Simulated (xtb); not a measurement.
xtb 6.7.1, GFN1-xTB: Mo(O)(S)(Br)(NMe2) (C[N](C)[Mo](=[O])(=[S])[Br]), 13 atoms. The geometry is a generated start, not checked to be a minimum at this level.

| Item | Value |
|---|---|
| method | GFN1-xTB |
| --acc | 1 (default) |
| --etemp (K) | 300 (default) |
| detailed input (--input) | none: ANC optimiser, Lindh (1995) Hessian, microcycle=20, maxdispl=1.0, hlow=0.01 (default) |
| basis functions | 58 |
| valence electrons | 44 |

```xyz
13

Mo     0.6382     1.6460     0.0258
O      2.1263     1.6974    -0.6577
S      0.5943     2.2525     2.0860
Br    -0.9809     2.9676    -1.1191
N     -0.0080    -0.1170    -0.0697
C     -1.1014    -0.6136     0.7462
C      0.6045    -1.1917    -0.8250
H     -1.8263    -1.1489     0.1210
H     -0.7256    -1.3044     1.5137
H     -1.6172     0.2222     1.2392
H      0.9365    -1.9904    -0.1504
H     -0.1094    -1.6167    -1.5391
H      1.4690    -0.8031    -1.3711
```

Charge 0 and multiplicity 1 are set for this test and not shown to be the ground state.

The structure is relaxed from this start with --opt LEVEL for the levels crude, sloppy, loose, lax, normal, tight, vtight, extreme, once each. Up to the end of the extreme run atoms move by at most 0.32 Å along an axis.

Q: What is the loosest level that ends within 5 meV of the extreme run, and how many cycles does it take?

A: loose: 12 cycles against 28, ending 1.3 meV above.

```csv
level,cycles,energy above the extreme run (meV),gradient norm (eV/Å)
crude,6,17,0.093
sloppy,8,9.1,0.16
loose,12,1.3,0.044
lax,14,0.39,0.043
normal,16,0.11,0.033
tight,18,0.058,0.012
vtight,22,under 0.01,0.0077
extreme,28,—,0.00028
```
